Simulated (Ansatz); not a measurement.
The starting structures come from a database of crystals and need not be the phases stable at ambient conditions.

Data:

```yaml
crystal:
  lattice:
    - [7.29990, 0.00000, 0.00000]
    - [0.96494, 10.45640, 0.00000]
    - [-0.96494, -1.25826, 3.40200]
  atoms:
    - { symbol: K, position: [0.50994, 0.75000, 0.00497] }
    - { symbol: K, position: [0.49006, 0.25000, 0.99503] }
    - { symbol: Zr, position: [0.00000, 0.50000, 0.50000] }
    - { symbol: Zr, position: [0.00000, 0.00000, 0.00000] }
    - { symbol: Cu, position: [0.06698, 0.75000, 0.28349] }
    - { symbol: Cu, position: [0.93302, 0.25000, 0.71651] }
    - { symbol: S, position: [0.87284, 0.75000, 0.68642] }
    - { symbol: S, position: [0.12716, 0.25000, 0.31358] }
    - { symbol: S, position: [0.75828, 0.05493, 0.43407] }
    - { symbol: S, position: [0.24172, 0.94507, 0.56593] }
    - { symbol: S, position: [0.24172, 0.55493, 0.17579] }
    - { symbol: S, position: [0.75828, 0.44507, 0.82421] }
```

Space group of this cell: Cmcm. The cell is taken as given.

Transport runs along the normal of the first two printed cell vectors.

The gap is the functional's own. No spin-orbit coupling. Mid-gap values are interpolated on the energy grid.

Question: Give the band gap and the smallest decay constant κ at mid-gap that Ansatz (an electronic-structure program) with r2SCAN yields.

Answer: Gap 0.84 eV on a 10×10×10 mesh; κ = 0.145 1/Å, at (0.500, 0.000) of the in-plane reciprocal vectors. At the zone centre, at the nearest computed energy, the slowest state has κ = 0.15 1/Å.
